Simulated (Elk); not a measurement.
# Elk run on Zr3Tl (Pm-3m, 4 atoms in the cell): self-consistent single point

Computed with PBEsol, all-electron FP-LAPW, Elk's shipped species files, APW+lo basis with extra local orbitals (Elk).

Input:

```
tasks
  0

xctype
  22

rgkmax
  7.5

gmaxvr
  16.0

nxlo
  2

lorbcnd
  .true.

lmaxi
  3

stype
  0

swidth
  0.00999582

maxscl
  100

scale
  8.454445709

avec
    1.0000000000    0.0000000000    0.0000000000
    0.0000000000    1.0000000000    0.0000000000
    0.0000000000    0.0000000000    1.0000000000

atoms
  2
  'Zr.in'
  3
  0.0000000000  0.5000000000  0.5000000000    0.0 0.0 0.0
  0.5000000000  0.0000000000  0.5000000000    0.0 0.0 0.0
  0.5000000000  0.5000000000  0.0000000000    0.0 0.0 0.0
  'Tl.in'
  1
  0.0000000000  0.0000000000  0.0000000000    0.0 0.0 0.0

ngridk
  5 5 5
```

Output (repeated stretches shortened):

```
│ Elk code version 10.2.4 │

All units are atomic (Hartree, Bohr, etc.)

│ Ground-state run starting from atomic densities │

Lattice vectors :
   8.454445709       0.000000000       0.000000000
   0.000000000       8.454445709       0.000000000
   0.000000000       0.000000000       8.454445709

Unit cell volume      :    604.3039303
Brillouin zone volume :   0.4104726132

Muffin-tin inner radius fraction :   0.1000000000E-01

Nuclei treated as point charges

Species :    1 (Zr)
 parameters loaded from : Zr.in
 name : zirconium
 nuclear charge    :   -40.00000000
 electronic charge :    40.00000000
 atomic mass :    166291.1791
 muffin-tin radius :    2.600000000
 number of radial points in muffin-tin :    597
 atomic positions (lattice), magnetic fields (Cartesian) :
   1 :   0.00000000  0.50000000  0.50000000    0.00000000  0.00000000  0.00000000
   2 :   0.50000000  0.00000000  0.50000000    0.00000000  0.00000000  0.00000000
   3 :   0.50000000  0.50000000  0.00000000    0.00000000  0.00000000  0.00000000

Species :    2 (Tl)
 parameters loaded from : Tl.in
 name : thallium
 nuclear charge    :   -81.00000000
 electronic charge :    81.00000000
 atomic mass :    372567.9640
 muffin-tin radius :    2.800000000
 number of radial points in muffin-tin :    697
 atomic positions (lattice), magnetic fields (Cartesian) :
   1 :   0.00000000  0.00000000  0.00000000    0.00000000  0.00000000  0.00000000

Total number of atoms per unit cell :    4

Spin treatment :
 spin-unpolarised

Number of Bravais lattice symmetries :   48
Number of crystal symmetries         :   48
Crystal has inversion symmetry
Real symmetric eigensolver will be used

k-point grid :      5     5     5
k-point offset :    0.000000000       0.000000000       0.000000000
k-point set is reduced with full crystal symmetry group
Total number of k-points :       10

Muffin-tin radius times maximum |G+k| :    7.500000000
 using average radius
Maximum |G+k| for APW functions       :    2.830188679
Maximum (1/2)|G+k|²                   :    4.004983980
Maximum |G| for potential and density :    16.00000000
 potential will be trimmed for |G| > 2 gkmax
Constant for pseudocharge density :   11
Radial integration step length :    4

G-vector grid sizes :     45    45    45
Number of G-vectors :    41851

Maximum angular momentum used for
 APW functions                      :    8
 outer part of muffin-tin           :    6
 inner part of muffin-tin           :    3

Total nuclear charge    :   -201.0000000
Total core charge       :    146.0000000
Total valence charge    :    55.00000000
Total excess charge     :    0.000000000
Total electronic charge :    201.0000000

Effective Wigner radius, rₛ :   0.8953446661

Number of empty states         :   16
Total number of valence states :   44
Total number of core states    :  146

Conduction state local-orbitals added automatically
Total number of local-orbitals :  316

Exchange-correlation functional :     22     0     0
 PBEsol, Phys. Rev. Lett. 100, 136406 (2008)
 gradient requirement :    1
 generalised gradient approximation (GGA)

Smearing type :    0
 Gaussian
Smearing width :   0.9995820000E-02
Effective electronic temperature (K) :    3156.430308

Mixing type :    3
 Broyden mixing, J. Phys. A: Math. Gen. 17, L317 (1984)

Kohn-Sham potential initialised from atomic data

│ Self-consistent loop started │
│ Loop number : 1 │
 total energy                :     -31067.6183616
│ Loop number : 2 │
 total energy                :     -31068.2226154
RMS change in Kohn-Sham potential (target) :   0.1722981491     (  0.1000000000E-05)
Absolute change in total energy (target)   :   0.6042538014     (  0.1000000000E-03)
│ Loop number : 3 │
 total energy                :     -31069.9732215
RMS change in Kohn-Sham potential (target) :   0.1554747833     (  0.1000000000E-05)
Absolute change in total energy (target)   :    1.901669548     (  0.1000000000E-03)
│ Loop number : 4 │
 total energy                :     -31070.6360565
RMS change in Kohn-Sham potential (target) :   0.1331727210     (  0.1000000000E-05)
Absolute change in total energy (target)   :    1.138252404     (  0.1000000000E-03)
│ Loop number : 5 │
 total energy                :     -31072.5354821
RMS change in Kohn-Sham potential (target) :   0.6089825556E-01 (  0.1000000000E-05)
Absolute change in total energy (target)   :    2.183988756     (  0.1000000000E-03)
│ Loop number : 6 │
 total energy                :     -31074.0234035
RMS change in Kohn-Sham potential (target) :   0.1781313931E-01 (  0.1000000000E-05)
Absolute change in total energy (target)   :    2.033918539     (  0.1000000000E-03)
│ Loop number : 7 │
 total energy                :     -31074.7803974
RMS change in Kohn-Sham potential (target) :   0.4988921522E-03 (  0.1000000000E-05)
Absolute change in total energy (target)   :    1.265473561     (  0.1000000000E-03)
│ Loop number : 8 │
 total energy                :     -31074.8377797
RMS change in Kohn-Sham potential (target) :   0.1479764651E-03 (  0.1000000000E-05)
Absolute change in total energy (target)   :   0.3737507345     (  0.1000000000E-03)
│ Loop number : 9 │
 total energy                :     -31074.8504391
RMS change in Kohn-Sham potential (target) :   0.8120781344E-04 (  0.1000000000E-05)
Absolute change in total energy (target)   :   0.1060970140     (  0.1000000000E-03)
│ Loop number : 10 │
 total energy                :     -31074.8456653
RMS change in Kohn-Sham potential (target) :   0.1716486518E-04 (  0.1000000000E-05)
Absolute change in total energy (target)   :   0.2175048303E-01 (  0.1000000000E-03)
│ Loop number : 11 │
 total energy                :     -31074.8431159
RMS change in Kohn-Sham potential (target) :   0.9601647236E-05 (  0.1000000000E-05)
Absolute change in total energy (target)   :   0.2888210423E-02 (  0.1000000000E-03)
│ Loop number : 12 │
 total energy                :     -31074.8417997
RMS change in Kohn-Sham potential (target) :   0.7339534013E-06 (  0.1000000000E-05)
Absolute change in total energy (target)   :   0.5941149939E-03 (  0.1000000000E-03)
│ Loop number : 13 │
 total energy                :     -31074.8418284
RMS change in Kohn-Sham potential (target) :   0.3434932602E-06 (  0.1000000000E-05)
Absolute change in total energy (target)   :   0.1198989485E-03 (  0.1000000000E-03)
│ Loop number : 14 │
 total energy                :     -31074.8418722
RMS change in Kohn-Sham potential (target) :   0.5905623374E-07 (  0.1000000000E-05)
Absolute change in total energy (target)   :   0.1386865915E-04 (  0.1000000000E-03)
Convergence targets achieved

│ Loop number : 15 │

Energies :
 Fermi                       :     0.333929972091
 sum of eigenvalues          :     -18902.3509807
 electron kinetic            :      34655.2879469
 core electron kinetic       :      34218.2324993
 Coulomb                     :     -65016.6014402
 Coulomb potential           :     -52619.2525640
 nuclear-nuclear             :     -2364.31840190
 electron-nuclear            :     -72685.3135126
 Hartree                     :      10033.0304743
 Madelung                    :     -38706.9751582
 xc potential                :     -938.386363541
 exchange                    :     -701.039348882
 correlation                 :     -12.4890346459
 total energy                :     -31074.8418769

Density of states at Fermi energy :    99.47615371
 (states/Hartree/unit cell)

Estimated indirect band gap :   0.4320265290E-02
 from k-point      9 to k-point      8
Estimated direct band gap   :   0.1681373651E-01
 at k-point      9

Charges :
 core                        :    146.0000000
 valence                     :    55.00000000
 interstitial                :    7.106494769
 muffin-tins (core leakage)
  species :    1 (Zr)
   atom    1                 :    37.96112627     (  0.2879715204E-05)
   atom    2                 :    37.96112627     (  0.2879715204E-05)
   atom    3                 :    37.96112627     (  0.2879715204E-05)
  species :    2 (Tl)
   atom    1                 :    80.01012642     (  0.3773811456E-04)
 total in muffin-tins        :    193.8935052
 total calculated charge     :    201.0104101
 total charge                :    201.0000000
 error                       :   0.1041008689E-01

│ Self-consistent loop stopped │
```

The run converged in 15 iterations. The count includes the last loop, which Elk runs after its targets are met.

The starting cell comes from a database of computed structures (which also holds hypothetical and non-ambient phases and stackings), without a prior relaxation at this level. Spin-orbit coupling is off. Values depend on the basis (sphere radii, cutoffs, local orbitals), which need not be converged. The log's line on a gap gives a spacing of levels on this mesh, which the program prints for metals too.
